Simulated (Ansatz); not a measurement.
La2SiO5 (P2₁/c, No. 14, 32 atoms in the cell; start mp-5152), treated with r²SCAN in Ansatz (plane waves, PAW).

Numerical settings: plane-wave cutoff 560 eV, 4×6×6 k mesh (along the axes of the cell as run), Fermi–Dirac smearing 0.01 eV, scalar-relativistic PAW data made under PBE.

Cell (relaxed with PBEsol):

La2O5Si has the monoclinic space group P2₁/c (No. 14), Pearson symbol mP32. Lattice parameters: a = 9.2549 Å, b = 7.5573 Å, c = 6.9705 Å, α = γ = 90.00°, β = 108.87°. La1 on 4e has 7 O at 2.376–2.623 Å. La2 on 4e has 8 O at 2.436–2.632 Å and 1 O at 3.167 Å. Si on 4e has 4 O at 1.612–1.656 Å (tetrahedral). O1 on 4e is surrounded by 4 La at 2.376–2.448 Å. O2 on 4e has 1 Si at 1.612 Å and 2 La at 2.513–2.632 Å and 1 La at 3.167 Å. O3 on 4e has 1 Si at 1.646 Å and 3 La at 2.469–2.623 Å. O4 on 4e is coordinated by 1 Si at 1.656 Å and 3 La at 2.436–2.549 Å. O5 on 4e has 1 Si at 1.646 Å and 3 La at 2.484–2.615 Å. (Neighbours: up to the widest gap in distance over summed covalent radii, below 1.35, at either atom; cation-cation and far metal-metal contacts left out.)

Estimate the band gap and smallest direct gap on the k points sampled that the calculation returns.


* **band gap**: 5.14 eV
* **smallest direct gap on the k points sampled**: 5.21 eV

Note: cell and atoms aren't relaxed at this level (largest force component 0.45 eV/Å, pressure 2.0 GPa).

Spin–orbit coupling is not included.

Cost on a shared machine: very roughly 21 core-minutes.

A start named mp-… is a Materials Project structure, which need not be a measured phase.

Ansatz is an electronic-structure program.
